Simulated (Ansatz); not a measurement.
We consider Hf (model structure, started from the fcc type, Fm-3m, No. 225, 1 atoms in the cell), described by PBEsol (Ansatz, a quantum-chemistry and plane-wave program, PAW).

Numerical settings: plane-wave cutoff 520 eV, 22×22×22 k mesh, Fermi–Dirac smearing 0.05 eV, scalar-relativistic PAW data made under PBE.

Cell (relaxed at this level):

```xyz
1
Lattice="0.0000 2.2094 2.2094 2.2094 0.0000 2.2094 2.2094 2.2094 0.0000" Properties=species:S:1:pos:R:3 pbc="T T T"
Hf     0.0000     0.0000     0.0000
```

Task: Give the computed bulk modulus B0.

Result: 
- bulk modulus B0 = 108 GPa

The run finds no gap.

Note: the bulk modulus is −V dP/dV from two relaxed cells at ±2 % in volume; the relaxation could raise the start's symmetry but not lower it, so the cell can be a saddle point.

Spin–orbit coupling is not included.

Computed values are for the static lattice.

It cost very roughly 40 core-seconds of CPU time.

A model structure was made by putting elements into a prototype or built by hand; it is no filed structure, need not be a known phase, and can be a saddle point held by its symmetry.
